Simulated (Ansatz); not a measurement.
Ansatz (a first-principles code), DFT, HSE06, plane waves, its default PAW files: diamond-structure Si, atoms displaced (Si16), 16 atoms. Basis and mesh were picked for this test and aren't claimed converged.

Ansatz 0.2 input:
```yaml
crystal:
  lattice:
    - [0.0, 5.431, 5.431]
    - [5.431, 0.0, 5.431]
    - [5.431, 5.431, 0.0]
  atoms:
    - { symbol: Si, position: [0.995025, 0.005053, 0.997725] }
    - { symbol: Si, position: [0.124286, 0.135512, 0.123094] }
    - { symbol: Si, position: [0.000957, 0.001413, 0.494445] }
    - { symbol: Si, position: [0.127088, 0.126812, 0.623205] }
    - { symbol: Si, position: [0.003454, 0.495258, 0.004476] }
    - { symbol: Si, position: [0.12874, 0.623627, 0.124869] }
    - { symbol: Si, position: [0.003866, 0.49332, 0.499666] }
    - { symbol: Si, position: [0.118042, 0.620004, 0.63149] }
    - { symbol: Si, position: [0.500521, 0.998685, 0.999643] }
    - { symbol: Si, position: [0.628559, 0.11867, 0.125344] }
    - { symbol: Si, position: [0.506975, 0.996905, 0.500524] }
    - { symbol: Si, position: [0.630386, 0.121198, 0.618909] }
    - { symbol: Si, position: [0.499976, 0.503741, 0.001249] }
    - { symbol: Si, position: [0.62251, 0.631872, 0.124448] }
    - { symbol: Si, position: [0.500757, 0.506045, 0.486398] }
    - { symbol: Si, position: [0.617451, 0.634674, 0.625644] }
kpoints:
  mp_grid: { grid: [2, 2, 2] }
hamiltonian:
  xc: hse06
  pseudopotentials: { kind: paw }
scf:
  occupations: { method: fixed }
output:
  forces: true
```

The program reports k-points after symmetry: 8, bands at the start: 48, electrons: 64, plane waves at Γ: 6231, cutoff (eV): 420, FFT grid: 54×54×54, symmetry operations: 1.

Machine: one whole node with four NVIDIA GB200 cards and two Grace (Neoverse V2) sockets of 72 cores, of which 136 in all may be used; each card has its host threads on the socket beside it.

Times are medians of repeated runs, from launch to exit, start-up of the cards included. No other job ran on the node; its own services took about 4 cores, and under one core (or 1.5 %) of those that a run was pinned to. Processes are pinned to neighbouring cores unless said otherwise. Build: release build for Arm (Neoverse V2), with CUDA, one process with threads. Other compilers and libraries give other times. Scratch files lie in a memory file system.

Started as
```bash
OMP_NUM_THREADS=32 ANSATZ_TIMINGS=1 ansatz run --backend cuda --devices 1 --threads 32 --max-ram 600GiB --events-out run.ndjson --runs-dir run.runs --progress --plain run.yaml
```
(1 card, 32 host threads) it takes 2.1 s and 17 SCF iterations (all cycles of the run, searches included).

How long does it take after this change: 1 card, 4 host threads?

About 2.4 s (5 runs within 7 %): 1.2× as long. As resolved by the program: eigensolver slots 8 against 4. Launch, exit and the like take 0.58 s of the 2.1 s. Change in the result: energy equal as printed, forces (largest component) equal as printed.
